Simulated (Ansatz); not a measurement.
Effect of isotropic strain −5.56 % on TaN

Consider TaN in the rock salt structure (space group Fm-3m, No. 225; a = 4.416 Å; relaxed with 0.1 eV smearing).

Now apply this change: an isotropic linear strain of −5.56 %, atoms relaxed at fixed cell.

Computed with PBE in Ansatz (plane waves to 420 eV, PAW, no spin-orbit coupling), earlier PAW set. Γ-centred 23×23×23 mesh, Fermi–Dirac width 0.1 eV.

Volume per atom: 9.07 Å³ (base 10.77 Å³)
Space group: Fm-3m (No. 225) (base Fm-3m (No. 225))
Energy relative to the base (free energy F): +0.375 eV/atom
Pressure: 82.6 GPa (base 0.0 GPa)
Band gap: zero (base zero)

Stability against distortions was not tested. All final runs are without spin polarisation. This is not the structure that TaN has at room temperature and ambient pressure.

Ansatz is a quantum-chemistry and plane-wave program.
